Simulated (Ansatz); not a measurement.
Input:

Host crystal: rock-salt MgO, with a band gap (PBE, scalar-relativistic without spin-orbit coupling).

End structure of H2O on the 1x1 (100) surface of rock-salt MgO (cut with top plane Mg + O), one in a 2x2 cell, started at the site 'bridge Mg-O (span 2.1 Å)':

```xyz
35
Lattice="6.0155 0.0000 0.0000 0.0000 6.0155 0.0000 0.0000 0.0000 25.5000" Properties=species:S:1:pos:R:3 pbc="T T T"
Mg     1.5039     1.5039     9.5840
Mg     1.5039     4.5116     9.5840
Mg     4.5116     1.5039     9.5840
Mg     4.5116     4.5116     9.5840
O      0.0000     0.0000     9.5346
O      0.0000     3.0078     9.5346
O      3.0078     0.0000     9.5346
O      3.0078     3.0078     9.5346
Mg     0.0000     0.0000    11.6812
Mg     0.0000     3.0078    11.6812
Mg     3.0078     0.0000    11.6812
Mg     3.0078     3.0078    11.6812
O      1.5039     1.5039    11.6908
O      1.5039     4.5116    11.6908
O      4.5116     1.5039    11.6908
O      4.5116     4.5116    11.6908
Mg     1.4983     1.4992    13.8168
Mg     1.4980     4.5167    13.8227
Mg     4.5174     1.5003    13.8190
Mg     4.5159     4.5139    13.8119
O      0.0032     0.0014    13.8238
O      0.0056     3.0051    13.8087
O      3.0026     0.0027    13.8059
O      3.0039     3.0067    13.8011
Mg    -0.0474    -0.0311    16.0209
Mg    -0.0113     3.0143    15.8974
Mg     3.0216    -0.0069    15.8844
Mg     3.0211     3.0167    15.9010
O      1.5334     1.5316    16.0164
O      1.5133     4.5061    15.9588
O      4.5046     1.5122    15.9309
O      4.5006     4.5008    15.9501
O      0.4404     0.4496    18.1588
H      1.0785     1.0095    17.6116
H      0.9815    -0.2583    18.5442
```

Model: 35-atom slab, 6.4 Å thick at the start under the adsorbate (thin: gaps and levels are the slab's own), 3x3x1 mesh, Fermi-Dirac 0.01 eV, dipole correction, 16 atoms held, the rest relaxed; no symmetry held; no spin, no spin-orbit, no U, no dispersion correction. At the end it is bonded to Mg. In PBE it is, or lies within 0.03 eV of, the lowest of the starts that converged.

A negative adsorption energy means that the adsorbate is more stable on the surface than in its reference.

Problem. Estimate the change of the step from the bottom to the top vacuum level, against the clean slab that PBE run with Ansatz (a program for electronic structure) returns for this input.

Solution. 0.13 eV

Problem. What adsorption energy against H2O(g) does PBE give?

Solution. -462 meV
